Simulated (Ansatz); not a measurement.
Consider ZrO2 (space group P4_2/nmc, No. 137; a = 3.621 Å, c = 5.284 Å).

All numbers come from PBE (Ansatz, a quantum-chemistry and plane-wave program, PAW, spin-orbit coupling left out), earlier PAW set.

Base values:

The electron mass is 2.3 mₑ along c, 0.61 mₑ across (at Γ). The c/a ratio comes out as 1.459, the gap character comes out as indirect, k = (0.222, 0.222, 0) in the run's primitive reciprocal basis → Γ and the shortest interatomic distance comes out as 2.077 Å.

Now apply this change: a negative pressure, −1 GPa.

Question: Predict the new electron mass.

Answer: The electron mass goes from 2.3 mₑ along c, 0.61 mₑ across (at Γ) to 2.3 mₑ along c, 0.62 mₑ across (at Γ).

Question: Estimate the effect on the c/a ratio.

Answer: The c/a ratio grows by 0.003 to 1.462.

Question: Estimate the effect on the gap character.

Answer: The gap character remains indirect, k = (0.222, 0.222, 0) in the run's primitive reciprocal basis → Γ.

Question: Estimate the effect on the shortest interatomic distance.

Answer: The shortest interatomic distance stays 2.077 Å.

Load acts through the strain it causes; cell and atoms are relaxed under it. Effective masses come from finite differences of ±0.01 Å⁻¹. No phonon test of stability was made. This is not the structure that ZrO2 has at room temperature and ambient pressure.
